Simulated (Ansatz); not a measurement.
We consider CaC6 (R-3m, No. 166, 7 atoms in the cell), described by revPBE (PAW; Ansatz, a first-principles code).

Settings: plane-wave cutoff 520 eV, 16×16×16 k mesh, Fermi–Dirac smearing 0.05 eV, scalar-relativistic PAW data made under PBE.

Cell (relaxed at this level):

CaC₆ has the trigonal space group R-3m, hexagonal axes (No. 166), Pearson symbol hR7. Conventional cell: a = b = 4.3587 Å, c = 13.6734 Å, α = β = 90.00°, γ = 120.00°. Ca on 3a sees 12 C at 2.703 Å. C on 18g sees 3 C at 1.453 Å and 2 Ca at 2.703 Å. (Neighbours: up to the widest gap in distance over summed covalent radii, below 1.35, at either atom; cation-cation and far metal-metal contacts left out.)
(The calculation used a cell of 7 atoms; values per cell refer to that cell.)

Problem. Estimate the bulk modulus B0 that the calculation returns.

Solution. 
bulk modulus B0: 89.1 GPa

The run finds no gap.

Note: the relaxation could not lower the start's symmetry, so the cell can be a saddle point above a distorted one; the bulk modulus comes from volumes at which shape and atoms were relaxed.

The computed numbers hold no vibrational or temperature effects.

Computing time: about 19 core-minutes (a rough figure).
